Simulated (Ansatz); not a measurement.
Structures of equal composition on the (111)A surface of zinc-blende AlAs (Al plane on top): 2x2 O adatom at H3; 2x2 O adatom at T4. The slabs share one bottom face, and each structure is named by its start. These are constructed structures in small cells; real faces may alloy, dewet or reconstruct in larger ones, and not all known structures of the face are among them. Slabs of about 14 Å, Fermi-Dirac smearing of 0.025 eV. Bottom of the slabs: H caps. Relaxed from the named starts with such symmetry as they have, on meshes of like density; energies extrapolated to zero smearing; spin only where a row says so; no spin-orbit coupling, no U. Brackets mark spin-polarised runs, whose order is one that fits the cell. Where a second, spin-polarised start was run, the lower counts.

These are PBE (plane waves to 420 eV, PAW; Ansatz, a quantum-chemistry and plane-wave program) values and carry that method's errors.

Problem. Put the candidates in order of energy per 1x1 cell, lowest first, for PBE.

Solution. 2x2 O adatom at H3 (0.000 eV (3 Al–O bonds formed) [spin, 1.0 μB a cell], gap 0.69 eV on the mesh), 2x2 O adatom at T4 (0.221 eV (3 Al–O bonds formed; 1 As–O bonds broke) [spin, 0.5 μB a cell], no gap on the mesh)
